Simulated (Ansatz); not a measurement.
# A15 Mo3Si: elastic constant C11 by level of theory

No measured value is used here.

| level (code) | value (GPa) | cell (Å³/atom) |
|---|---|---|
| LDA (Ansatz) | 520 | 14.12 |
| PBEsol (Ansatz) | [?] | 14.36 |
| r²SCAN (Ansatz) | 498 | 14.57 |

Task: What belongs in the gaps?

Result: 
- PBEsol (Ansatz, a first-principles code), value (GPa): 503

Each level is taken at its own relaxed cell. Cutoffs differ between the levels. Ansatz's density-functional and Hartree–Fock values are scalar-relativistic unless marked +SOC, with PAW data made under PBE.
